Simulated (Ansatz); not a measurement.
Antifluorite Na2Te, treated with LDA in Ansatz (PAW).

Total energies, extrapolated to zero smearing (they compare only within this program, potentials and cutoff):

```tsv
system	energy (eV/atom)
antifluorite Na2Te, relaxed	-3254.4000
bcc Na	-1466.6084
trigonal Te	-6827.1995
```

Task: Work out the formation enthalpy per atom.

Result: ΔH_f ≈ ΔE = -3254.4000 − [2 × (-1466.6084) + 1 × (-6827.1995)]/3 = -0.928 eV/atom (0 K, no vibrations). The reference value is -1.156 ± 0.09 eV/atom (measured, 298 K, copied from a table, unchecked, no zero-point or thermal correction; as tabulated in Wang et al. (2021), doi:10.1038/s41598-021-94550-5), a difference of +0.228 eV/atom.

Spin–orbit coupling, which matters for such heavy atoms, is left out.

The PAW data were made under PBE.

Ansatz is a quantum-chemistry and plane-wave program.
